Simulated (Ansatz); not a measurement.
Worked example: relaxation of cell and atoms of InBi (P4/nmm, 4 atoms in the cell) in Ansatz (a program for electronic structure).

Level of theory: LDA (PW92), default PAW files made with PBE (plane waves; Ansatz).

The change in words: atoms on their sites; basis.ecutwfc: 30.9 Ry → 46.3 Ry; relax: default → cell and atoms. Reference geometry:
```yaml
crystal:
  lattice:
    - [4.92555, 0.00000, 0.00000]
    - [0.00000, 4.92555, 0.00000]
    - [0.00000, 0.00000, 5.23795]
  atoms:
    - { symbol: In, position: [0.50000, 0.50000, 0.00000] }
    - { symbol: In, position: [0.00000, 0.00000, 0.00000] }
    - { symbol: Bi, position: [0.50000, 0.00000, 0.36956] }
    - { symbol: Bi, position: [0.00000, 0.50000, 0.63999] }
```

Reference input (self-consistent single point, DFT, LDA (PW92), plane waves, default PAW files made with PBE): basis.ecutwfc = 30.9 Ry; kpoints.mp_grid.grid = 5 5 4; hamiltonian.xc = lda; hamiltonian.pseudopotentials = {kind: paw} (the program's default PAW files); scf.occupations.method = gaussian; scf.occupations.width = 0.0073 Ry. This run's input differs from it in these lines:

Ansatz 0.2 input:
```diff
@@ -8,6 +8,6 @@
     - { symbol: In, position: [0.000000, 0.000000, 0.000000] }
-    - { symbol: Bi, position: [0.500000, 0.000000, 0.369556] }
+    - { symbol: Bi, position: [0.500000, 0.000000, 0.360010] }
     - { symbol: Bi, position: [0.000000, 0.500000, 0.639990] }
 basis:
-  ecutwfc: 30.9 Ry
+  ecutwfc: 46.3 Ry
 kpoints:
@@ -23,2 +23,4 @@
     width: 0.0073 Ry
+relax:
+  cell: {}
 output:
```

Output, abridged:

```
   [... SCF lines of the steps left out ...]
relax step   1: F+E_penalty+E_count = -35085.97152212 eV  Δ(F+E_penalty+E_count) = +0.000e0 eV  max|allowed force component| = 6.926e-2 eV/Å  Δτ_max = 0.0000 Å  P = -3.131 GPa  Ω = 127.078 Å³  (7 SCF iters, dr2 threshold 1.00e-7 eV, accepted)
relax step   2: F+E_penalty+E_count = -35086.12228229 eV  Δ(F+E_penalty+E_count) = -1.508e-1 eV  max|allowed force component| = 1.931e-1 eV/Å  Δτ_max = 0.1127 Å  P = +0.727 GPa  Ω = 113.892 Å³  energy of the carried Pulay correction = +4.170e-4 eV  [...]
   [... lines left out ...]
relax step   7: F+E_penalty+E_count = -35086.17291170 eV  Δ(F+E_penalty+E_count) = -1.551e-4 eV  max|allowed force component| = 1.431e-4 eV/Å  Δτ_max = 0.0041 Å  P = +0.001 GPa  Ω = 112.659 Å³  energy of the carried Pulay correction = +4.584e-4 eV  [...]
relax step   8: F+E_penalty+E_count = -35086.17269862 eV  Δ(F+E_penalty+E_count) = +2.131e-4 eV  max|allowed force component| = 1.466e-4 eV/Å  Δτ_max = 0.0000 Å  P = -0.002 GPa  Ω = 112.659 Å³  stress off target by 2.41e-3 GPa  SCF on the basis [...]
basis re-selected at this cell: Δ(F+E_penalty+E_count) = +2.131e-4 eV, ΔP = -0.003 GPa vs the last step
the relaxation is at rest under the 16 symmetry operations that the run kept from its start: a minimum is not shown …
Stability not checked: this state was not tested for a lower state beside it, because too few of the mixer's solves of this state at the end of the SCF gave a …
Free energy (F): -35086.172699 eV
Internal energy: -35086.169102 eV  (E = F + TS)
   [... lines left out ...]
Fermi energy:    10.887507 eV
  cell:  # Å, volume = 112.6588 Å³
   [... lines left out ...]
    - [4.893713451851815, -1.161594828069467e-33, 0.0]
    - [-1.161594828069467e-33, 4.893713451851815, 0.0]
    - [0.0, 0.0, 4.704224076725436]
  atoms:
    - { symbol: In, position: [0.5, 0.5, 0.0] }
    - { symbol: In, position: [-4.658493043632685e-36, 6.491342765717675e-37, 0.0] }
    - { symbol: Bi, position: [0.5, 1.8710340912950945e-36, 0.4039231515550118] }
    - { symbol: Bi, position: [4.811230520473097e-36, 0.5, 0.5960768484449881] }
```

The run converged. 

Summary of the result:
| Quantity | Result |
|---|---|
| Free energy E − TS (on the zero of these files) | -35086.1727 eV |
| Fermi level (on the code's own zero) | 10.89 eV |
| Pressure | 0.00 GPa |
| Final cell | a = 4.8937 Å, b = 4.8937 Å, c = 4.7042 Å, α = 90.00°, β = 90.00°, γ = 90.00° |
| Final volume per atom | 28.16 Å³ |
| Relaxation steps | 8 |

The starting cell comes from a database of computed structures (which also holds hypothetical and non-ambient phases and stackings), without a prior relaxation at this level. Its lattice was rescaled by up to half a per cent. The relaxation keeps the symmetry of its start, so its end need not be a minimum. Ansatz's pressure includes its estimate of the finite-basis (Pulay) stress.

Cost on one core of a shared machine: roughly 70 s.
